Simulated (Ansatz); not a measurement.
## What x(Au) = 0.75, 4 atoms, Cmmm does to Ir

Start from Ir in the fcc (Cu type) structure (space group Fm-3m, No. 225; a = 3.8705 Å).

The other end (x = 1) is Au in the fcc (Cu type) structure (space group Fm-3m, No. 225): 17.96 Å³/atom, gap zero.

Modification: a fraction x = 0.75 of the Ir sites is given to Au, ordered in a cell of 4 atoms (starting symmetry Cmmm) and fully relaxed.

Level of theory: PBE in Ansatz (plane waves to 420 eV, PAW, no spin-orbit coupling), earlier PAW set. Γ-centred 10×10×16 mesh, Fermi–Dirac width 0.05 eV, for the changed cell.

```tsv
quantity	base	changed	shift
volume per atom	14.50 Å³	16.95 Å³	+2.45 Å³
density	22.02 g/cm³	19.18 g/cm³	-2.833 g/cm³
shortest interatomic distance	5.172 bohr	5.340 bohr	+0.168 bohr
band gap	zero	zero	–
mixing energy (to 0.01 eV only: unlike meshes or grids)	–	+0.28 eV/atom	–
deviation of the volume from the linear (Vegard-type) interpolation	–	-0.9 %	–
```

Final structure:

```
CELL_PARAMETERS angstrom
      2.97894    -4.02584     0.00000
      2.97894     4.02584     0.00000
      0.00000     0.00000     2.82597
ATOMIC_POSITIONS crystal
  Au 0.00000 0.50000 0.00000
  Ir 0.50000 0.50000 0.50000
  Au 0.00000 0.00000 0.50000
  Au 0.50000 0.00000 0.00000
```

Cost of the whole job for the changed cell (relaxation, final SCF and bands): around 11 core-minutes (rough).

Each cell is one ordered arrangement of few atoms, which overstates ordering effects compared with a random alloy. Stability against distortions was not tested. All final runs are without spin polarisation. IrAu3 has a high density of states at the Fermi level and may be magnetic at this level.

Ansatz is an electronic-structure program.
